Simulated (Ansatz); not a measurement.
The parent structure is MgO in the rock salt structure (space group Fm-3m, No. 225).

```
CELL_PARAMETERS angstrom
      0.00000     2.07958     2.07958
      2.07958     0.00000     2.07958
      2.07958     2.07958     0.00000
ATOMIC_POSITIONS crystal
  Mg 0.00000 0.00000 0.00000
  O  0.50000 0.50000 0.50000
```

Computed with LDA (Ansatz, an electronic-structure program, PAW, no spin-orbit coupling).

Base values:

```
Property                Value
-------------------  --------
Lattice parameter a  415.9 pm
```

One thing is altered: a hydrostatic pressure of 2.1 GPa.

Estimate the effect on the lattice parameter a.

The lattice parameter a shrinks by 1.65 pm to 414.3 pm.

Load acts through the strain it causes; cell and atoms are relaxed under it. No phonon test of stability was made.
